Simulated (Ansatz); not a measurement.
How far PBE-D3(BJ) and r2SCAN+rVV10 part for MoTe2, uniaxial strain ε_zz = −5.14 %

Take MoTe2 in the 2H-MoS2 type structure (space group P6_3/mmc, No. 194; a = 3.497 Å, c = 13.697 Å; layered, stacked along the Cartesian z axis) as the base. Axes: x lies along a and z along c of the hexagonal cell.

(Cell as relaxed with PBE-D3(BJ).)

Levels (all Ansatz, a quantum-chemistry and plane-wave program, PAW, earlier PAW set): PBE-D3(BJ) (420 eV, no spin-orbit coupling); r2SCAN+rVV10 (500 eV, no spin-orbit coupling).

Each level relaxes its own structure.

```json
[
 {"base": "volume per atom", "PBE-D3(BJ)": "24.17 Å³", "r2SCAN+rVV10": "25.68 Å³"},
 {"base": "lattice parameter a", "PBE-D3(BJ)": "3.497 Å", "r2SCAN+rVV10": "3.542 Å"},
 {"base": "band gap", "PBE-D3(BJ)": "0.60 eV", "r2SCAN+rVV10": "0.87 eV"}
]
```

Perturbation: the cell is compressed by 5.14 % along z with no lateral relaxation; the atoms relax in the strained cell.

```json
[
 {"quantity": "pressure (mean of the normal stresses, compression positive)", "PBE-D3(BJ)": "2.6 GPa", "r2SCAN+rVV10": "1.8 GPa"},
 {"quantity": "band gap", "PBE-D3(BJ)": "zero", "r2SCAN+rVV10": "0.57 eV"},
 {"quantity": "shortest interatomic distance", "PBE-D3(BJ)": "2.702 Å", "r2SCAN+rVV10": "2.711 Å"},
 {"quantity": "largest internal atomic displacement", "PBE-D3(BJ)": "0.072 Å", "r2SCAN+rVV10": "0.078 Å"},
 {"quantity": "energy relative to the base (free energy F)", "PBE-D3(BJ)": "+18 meV/atom", "r2SCAN+rVV10": "+13 meV/atom"}
]
```

PBE-D3(BJ)'s pressure lies 0.8 GPa above r2SCAN+rVV10's; they disagree on the band gap; PBE-D3(BJ)'s shortest interatomic distance lies 0.0096 Å below r2SCAN+rVV10's (0.4 %); PBE-D3(BJ)'s largest internal atomic displacement lies 0.006 Å below r2SCAN+rVV10's; PBE-D3(BJ)'s energy relative to the base lies 5.4 meV/atom above r2SCAN+rVV10's. Neither level is exact; r2SCAN+rVV10 is the comparison here, not a measurement.

The mesh was chosen for an insulator and is coarse for the gapless case. Spin-orbit coupling, missing from the scalar runs, can matter with Te. Whether these cells are dynamically stable was not tested. The final runs are not spin-polarised. The D3 term's C6 switches between coordination references near this geometry, which can add small steps to energies. A zero or small gap of MoTe2 under uniaxial strain ε_zz = −5.14 % can be the functional's error rather than a property of the material.
